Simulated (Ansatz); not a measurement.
# A constructed model of the (111) surface of fcc Ni, ferromagnetic, (√3x√3)R30° surface alloy, Sn on one Ni site of the top plane (bottom of the slab: a bare face, its two planes held)

These are PBE (plane waves to 420 eV, PAW; Ansatz, a quantum-chemistry and plane-wave program) values and carry that method's errors.

Set-up: 18 atoms, 10.2 Å thick at the start (thin: gaps and levels are the slab's own); mesh 10x10x1; 0.1 eV smearing; dipole correction on; 6 atoms held, the rest relaxed; start symmetry kept, larger cells not searched; spin-polarised, ending with about 9.5 μB a cell; orders that need a larger cell were not tried, no spin-orbit, no U. It is one candidate, not shown to be the stable structure of the face.

| Quantity | Value |
|---|---|
| work function of the top face | 4.26 eV |
| energy released by relaxation | 0.53 eV |
| magnetic moment of the cell | 9.48 μB |
| cost | roughly 40 core-minutes |
